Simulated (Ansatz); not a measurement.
# A computed series for KTaO3: response to strain

Take KTaO3 in the cubic perovskite structure (space group Pm-3m, No. 221) as the base.

```
CELL_PARAMETERS angstrom
      3.98530     0.00000     0.00000
      0.00000     3.98530     0.00000
      0.00000     0.00000     3.98530
ATOMIC_POSITIONS crystal
  K  0.00000 0.00000 0.00000
  Ta 0.50000 0.50000 0.50000
  O  0.50000 0.00000 0.50000
  O  0.00000 0.50000 0.50000
  O  0.50000 0.50000 0.00000
```

Strains are applied to the cell and any free atomic positions relax.

Level of theory: PBEsol (Ansatz, a program for electronic structure, PAW, no SOC).

```json
[
 {"variant": "base", "pressure": "0.00 GPa", "smallest direct gap": "2.75 eV", "width of the top valence band": "1.07 eV"},
 {"variant": "isotropic strain −3.00 %", "pressure": "22.69 GPa", "smallest direct gap": "2.85 eV", "width of the top valence band": "1.17 eV"},
 {"variant": "isotropic strain −2.40 %", "pressure": "17.38 GPa", "smallest direct gap": "2.84 eV", "width of the top valence band": "1.14 eV"},
 {"variant": "isotropic strain −1.20 %", "pressure": "___", "smallest direct gap": "___", "width of the top valence band": "___"},
 {"variant": "isotropic strain −0.60 %", "pressure": "3.81 GPa", "smallest direct gap": "2.77 eV", "width of the top valence band": "1.08 eV"}
]
```

Question: Fill in the withheld entries from the trend.

Answer: 
- isotropic strain −1.20 %, pressure: 7.96 GPa
- isotropic strain −1.20 %, smallest direct gap: 2.80 eV
- isotropic strain −1.20 %, width of the top valence band: 1.10 eV

Spin-orbit coupling, missing from the scalar runs, can matter with Ta. Stability against distortions was not tested.
